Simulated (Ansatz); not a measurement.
The reference is PbSe in the rock salt structure (space group Fm-3m, No. 225; a = 6.1777 Å).

Method: plane-wave PAW DFT at the r2SCAN level (Ansatz, a program for electronic structure, 500 eV), no spin-orbit coupling, earlier PAW set.

Carriers are added at fixed cell with a uniform background; the Fermi–Dirac width is that of 300 K.

One change was made to it. Results:

```tsv
quantity	base	after
Fermi level relative to the doped band's edge (positive inside the band; to 0.05 eV)	–	+0.50 eV
gap between the host's bands	0.67 eV	0.72 eV
gap character	direct at L	direct at L
```

Q: Name the change that was made.
A) holes 2.0×10^21 cm⁻³
B) electrons 5.0×10^20 cm⁻³
C) electrons 1.0×10^21 cm⁻³
D) electrons 2.0×10^21 cm⁻³
E) electrons 7.0×10^20 cm⁻³

A: A, holes 2.0×10^21 cm⁻³. For comparison, the gap between the host's bands in the other runs: electrons 7.0×10^20 cm⁻³ gives 0.66 eV; electrons 2.0×10^21 cm⁻³ gives 0.64 eV; electrons 1.0×10^21 cm⁻³ gives 0.66 eV; electrons 5.0×10^20 cm⁻³ gives 0.66 eV.

Carriers are added with a uniform compensating background; total energy and stress of such cells depend on the potential's zero and are not compared; many-body gap narrowing is missing at this level. Spin-orbit coupling, missing from the scalar runs, can matter with Pb. Whether these cells are dynamically stable was not tested.
